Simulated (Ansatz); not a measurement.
Data:

```yaml
crystal:
  lattice:
    - [3.21910, 0.00000, 0.00000]
    - [-1.60955, 2.78782, 0.00000]
    - [0.00000, 0.00000, 5.16067]
  atoms:
    - { symbol: Zr, position: [0.33333, 0.66667, 0.75000] }
    - { symbol: Zr, position: [0.66667, 0.33333, 0.25000] }
```

No spin polarisation.

Level of theory: PBE (Ansatz, a program for electronic structure; PAW; 420 eV plane waves; spin-orbit coupling left out). k-mesh 21×21×11 (Γ-centred); smearing 0.1 eV (Fermi–Dirac).

Q: Estimate the pressure (mean of the normal stresses, compression positive).

A: 1.0 GPa.

Q: Predict the band gap.

A: Zero.

Q: What is the computed space group?

A: P6_3/mmc (No. 194).

The cells carry an imposed strain or load. No phonon test of stability was made. All final runs are without spin polarisation. The cell was made from Zr in the hcp (Mg type) structure (space group P6_3/mmc, No. 194) by this change: isotropic strain −0.35 %.
